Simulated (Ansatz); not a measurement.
Electronic density of states of amorphous Si24O48Mn, density 2.26 g/cm³, on a 2×2×2 Γ-centred mesh with a Gaussian width of 0.1 eV; energies count from the Fermi level, whose place inside the gap is arbitrary. Cell and mesh are small, so fine structure isn't converged. All values below come from PBE, scalar-relativistic without spin-orbit coupling (plane waves to 420 eV, PAW; Ansatz, a quantum-chemistry and plane-wave program). Sampling: a 2×2×2 Γ-centred mesh; Fermi-Dirac width 0.01 eV; collinear spin, started from moments on atoms; no Hubbard U, moments started parallel, and no other order was tried (at the end a net moment of 5.0 μB). In the spin-polarised cell the level spacing at the Fermi energy can part levels of unlike spin. At PBE the levels at both edges of the gap are localised (band-tail or defect states), and the nearest spread-out levels lie 5.2 eV apart at the zone centre.

The cell was made by melting and quenching with the CHGNet potential and then relaxed with DFT. O atoms were pushed apart under 1.9 Å during the dynamics, to hinder bonds among them. The hot cell started wider than the set density and was brought back towards it in steps. It is the lowest in DFT energy of 2 quenches. It is a model cell: composition and starting density were chosen by hand, and all elements were melted together. No dispersion term was used. Its density started from a set value of 2.26 and ended at 2.26 g/cm³. Cooling (nominally 480 K/ps over its main leg) ran many orders faster than in experiment, which tends to leave more defects and strain. One small periodic cell is one sample of the glass; other quenches scatter about these values. The volume was held where the preparation left it, at a PBE pressure of -1.2 GPa (tension). Stress components on the final sampling reach 4.4 GPa. Cycles of charging lowered its energy after that relaxation.

```
E - EF (eV)  states/(eV atom)
-----------  ----------------
-12.00                   0.13
-11.90                   0.15
-11.80                   0.18
-11.70                   0.21
-11.60                   0.19
-11.50                   0.19
-11.40                   0.18
-11.30                   0.18
-11.20                   0.23
-11.10                   0.25
-11.00                   0.21
-10.90                   0.18
-10.80                   0.22
-10.70                   0.25
-10.60                   0.23
-10.50                   0.17
-10.40                   0.17
-10.30                   0.16
-10.20                   0.14
-10.10                   0.15
-10.00                   0.16
-9.90                    0.20
-9.80                    0.23
-9.70                    0.23
-9.60                    0.30
-9.50                    0.45
-9.40                    0.52
-9.30                    0.53
-9.20                    0.59
-9.10                    0.59
-9.00                    0.59
-8.90                    0.52
-8.80                    0.50
-8.70                    0.47
-8.60                    0.37
-8.50                    0.28
-8.40                    0.34
-8.30                    0.39
-8.20                    0.31
-8.10                    0.18
-8.00                    0.17
-7.90                    0.15
-7.80                    0.15
-7.70                    0.14
-7.60                    0.27
-7.50                    0.38
-7.40                    0.40
-7.30                    0.46
-7.20                    0.51
-7.10                    0.33
-7.00                    0.33
-6.90                    0.49
-6.80                    0.57
-6.70                    0.59
-6.60                    0.60
-6.50                    0.56
-6.40                    0.61
-6.30                    0.74
-6.20                    0.78
-6.10                    0.73
-6.00                    0.74
-5.90                    0.76
-5.80                    0.85
-5.70                    0.88
-5.60                    0.79
-5.50                    0.82
-5.40                    0.82
-5.30                    0.84
-5.20                    0.89
-5.10                    0.91
-5.00                    0.83
-4.90                    0.77
-4.80                    0.86
-4.70                    0.95
-4.60                    0.89
-4.50                    0.79
-4.40                    0.80
-4.30                    0.80
-4.20                    0.71
-4.10                    0.53
-4.00                    0.36
-3.90                    0.22
-3.80                    0.18
-3.70                    0.18
-3.60                    0.16
-3.50                    0.06
-3.40                    0.03
-3.30                    0.07
-3.20                    0.08
-3.10                    0.12
-3.00                    0.09
-2.90                    0.02
-2.80                    0.00
-2.70                    0.03
-2.60                    0.07
-2.50                    0.03
-2.40                    0.04
-2.30                    0.07
-2.20                    0.05
-2.10                    0.07
-2.00                    0.06
-1.90                    0.07
-1.80                    0.04
-1.70                    0.00
-1.60                    0.00
-1.50                    0.00
-1.40                    0.00
-1.30                    0.00
-1.20                    0.00
-1.10                    0.00
-1.00                    0.00
-0.90                    0.00
-0.80                    0.03
-0.70                    0.07
-0.60                    0.03
-0.50                    0.00
-0.40                    0.00
-0.30                    0.00
-0.20                    0.00
-0.10                    0.00
0.00                     0.00
0.10                     0.00
0.20                     0.00
0.30                     0.00
0.40                     0.00
0.50                     0.00
0.60                     0.03
0.70                     0.07
0.80                     0.04
0.90                     0.04
1.00                     0.07
1.10                     0.04
1.20                     0.08
1.30                     0.08
1.40                     0.09
1.50                     0.09
1.60                     0.08
1.70                     0.10
1.80                     0.09
1.90                     0.09
2.00                     0.08
2.10                     0.08
2.20                     0.10
2.30                     0.09
2.40                     0.06
2.50                     0.07
2.60                     0.08
2.70                     0.10
2.80                     0.13
2.90                     0.14
3.00                     0.10
3.10                     0.11
3.20                     0.15
3.30                     0.17
3.40                     0.17
3.50                     0.15
3.60                     0.13
3.70                     0.18
3.80                     0.24
3.90                     0.28
4.00                     0.27
4.10                     0.32
4.20                     0.36
4.30                     0.36
4.40                     0.40
4.50                     0.40
4.60                     0.41
4.70                     0.47
4.80                     0.52
4.90                     0.49
5.00                     0.48
5.10                     0.54
5.20                     0.56
```

The level spacing at the Fermi energy on this mesh is 1.38 eV; the broadening fills part of it in the curve.
